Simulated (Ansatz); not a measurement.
Base system: TiC in the rock salt structure (space group Fm-3m, No. 225; a = 4.328 Å; relaxed with 0.1 eV smearing). Axes: x, y, z lie along the cube axes.

The values are results of r2SCAN/PAW in Ansatz (an electronic-structure program), no SOC, not measurements.

Base values:

| Property | Result |
|---|---|
| Pressure | 0.0 GPa |

Now apply this change: biaxial strain +0.83 %, plane normal [111], relaxed out of plane (Cartesian); in-plane vectors clamped, the third vector and the atoms free.

**Question.** Predict the new ratio −ε⊥/ε∥.

**Answer.** The ratio −ε⊥/ε∥ amounts to 0.53.

**Question.** Predict the new energy relative to the base.

**Answer.** The energy grows by 2.5 meV/atom.

**Question.** What happens to the pressure?

**Answer.** The pressure (mean of the normal stresses, compression positive) goes from zero to -3.1 GPa.

No phonon test of stability was made. All final runs are without spin polarisation.
